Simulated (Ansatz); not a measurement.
Start from HfSi$_{2}$ (space group Cmcm, No. 63).

```yaml
crystal:
  lattice:
    - [1.82509, -7.17553, 0.00000]
    - [1.82509, 7.17553, 0.00000]
    - [0.00000, 0.00000, 3.63517]
  atoms:
    - { symbol: Si, position: [0.94477, 0.05523, 0.75000] }
    - { symbol: Si, position: [0.05523, 0.94477, 0.25000] }
    - { symbol: Si, position: [0.24986, 0.75014, 0.75000] }
    - { symbol: Si, position: [0.75014, 0.24986, 0.25000] }
    - { symbol: Hf, position: [0.60475, 0.39525, 0.75000] }
    - { symbol: Hf, position: [0.39525, 0.60475, 0.25000] }
```

Cartesian axes are those of the cell as printed.

Computed with PBEsol, PAW, 420 eV (Ansatz, a program for electronic structure; no SOC), earlier PAW set.

Base values:

The volume per atom is 15.87 Å³. The band gap comes out as zero.

The change: uniaxial stress, 5 GPa compression along z, with the cell and atoms free to relax against it.

Problem. What happens to the volume per atom?

Solution. The volume per atom shrinks by 0.13 Å³, from 15.87 Å³ to 15.74 Å³.

Problem. What does the calculation give for the energy relative to the base after the change?

Solution. The energy grows by 5.1 meV/atom.

Problem. Predict the new band gap.

Solution. The band gap remains zero.

Without a gap, meshes like the base's 13×13×13 leave anisotropic stresses uncertain by several tenths of a GPa, and small strain energies with them. Load acts through the strain it causes; cell and atoms are relaxed under it. Beyond what the load breaks, stability against distortions was not tested. The final runs are not spin-polarised.
